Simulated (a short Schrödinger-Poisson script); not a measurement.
## Symmetric double-gate stack, SiO2 on p-type Si(100)

Structure: symmetric double-gate stack, SiO2 on p-type Si(100), at 300 K.

| layer | material | thickness (nm) | Na (cm⁻³) |
|---|---|---|---|
| 1 | SiO2 | 3.9 | - |
| 2 | Si | 4 | 2e18 |
| 3 | SiO2 | 3.9 | - |

The device is made up for the run: typed textbook-type constants, with dimensions and the other settings drawn at random. SiO2: permittivity 3.9, conduction-band edge (eV) 3.15, gap (eV) 9, electron mass (mₑ) 0.5. Si: permittivity 11.7, conduction-band edge (eV) 0, gap (eV) 1.124, Nv at 300 K (cm⁻³) 3.1e19.

Channel valleys (confinement mass, in-plane density-of-states mass, number): Δ2 0.916, 0.19, 2; Δ4 0.19, 0.417, 4. At the gates, both at one voltage, the conduction-band edge of layer 1 lies 3.71 eV − eVg above the Fermi level of the channel. Gaps are held at their typed values at every temperature. Mesh 0.03 nm at interfaces.

Solved with a short Schrödinger-Poisson script written for these runs: 1D Poisson equation in equilibrium, electrons quantum, Hartree (BenDaniel-Duke, 12 states a valley, the channel's in-plane mass for all, wave functions ending at the dielectric), parabolic valleys, classical holes, full ionisation, no traps, pinning or gate leakage.

```tsv
Vg (V)	electrons (cm⁻²)	C (μF/cm²)	Δ2 E0 (meV)	Δ2 E1 (meV)	Δ4 E0 (meV)	Δ4 E1 (meV)
0.3	3.71e6	< 0.003	363.4	439.4	461.4	831.5
0.45	1.22e9	0.00769	213.5	289.5	311.6	681.6
0.6	1.92e11	0.681	82.4	158.1	180.5	550.1
0.75	1.20e12	1.30	32.7	106.5	130.8	498.6
0.9	2.49e12	1.44	11.0	82.4	109.1	474.6
1.05	3.87e12	1.49	-3.2	65.9	95.1	458.1
1.2	5.28e12	1.52	-13.9	52.8	84.5	445.2
1.35	6.71e12	1.54	-22.7	41.8	76.0	434.4
1.5	8.16e12	1.55	-30.1	32.2	68.9	425.0
1.65	9.62e12	1.57	-36.6	23.6	62.7	416.7
1.8	1.11e13	1.58	-42.3	15.9	57.4	409.3
1.95	1.26e13	1.58	-47.4	8.9	52.7	402.6
2.1	1.41e13	1.59	-52.1	2.3	48.4	396.4
2.25	1.55e13	1.60	-56.4	-3.8	44.6	390.6
2.4	1.70e13	1.60	-60.5	-9.6	41.0	385.2
2.55	1.85e13	1.60	-64.3	-15.0	37.8	380.2
2.7	2.00e13	1.61	-67.8	-20.2	34.8	375.4
```

Gate voltages with under 1e6 electrons/cm² are left out.

Subbands count from the Fermi level. The capacitance is that of both gates.
